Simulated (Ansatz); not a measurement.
Start from HfSi$_{2}$ (space group Cmcm, No. 63; a = 3.683 Å, b = 14.598 Å, c = 3.658 Å).

(Cell as relaxed with PBE.)

Levels (all Ansatz, a program for electronic structure, PAW, earlier PAW set): PBE (420 eV, no SOC); PBEsol (420 eV, without spin-orbit coupling).

Each level relaxes its own structure.

```
base                  PBE    PBEsol
---------------  --------  --------
volume per atom  16.39 Å³  15.87 Å³
band gap             zero      zero
```

Modification: cell and atoms relaxed at a pressure of 15 GPa.

| quantity | PBE | PBEsol |
|---|---|---|
| volume per atom | 14.86 Å³ | [?] |
| band gap | zero | [?] |

Problem. Given the PBE results, estimate those of PBEsol.

Solution. 
- volume per atom, PBEsol: 14.47 Å³
- band gap, PBEsol: zero

PBE's volume per atom lies 0.39 Å³ above PBEsol's (2.7 %); the two agree on the band gap. Neither level is exact; PBEsol is the comparison here, not a measurement.

Load acts through the strain it causes; cell and atoms are relaxed under it. Stability against distortions was not tested. Competing high-pressure phases were not computed. The final runs are not spin-polarised.
